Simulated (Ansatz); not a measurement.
Consider HgS in the zinc blende structure (space group F-43m, No. 216; a = 5.812 Å).

All numbers come from LDA, PAW, 420 eV (Ansatz, a first-principles code; spin-orbit coupling left out).

| level | lattice parameter a |
|---|---|
| LDA | 5.812 Å |

Question: What does experiment give, and how far off is each level?

Answer: Measured: lattice parameter a 5.841 Å (room temperature; as listed in Cardona et al., arXiv (2009)). Computed minus measured — lattice parameter a: LDA -0.5 %. Measured values not marked as corrected hold thermal and zero-point effects that the static-lattice runs lack.

Whether these cells are dynamically stable was not tested. The final runs are not spin-polarised.
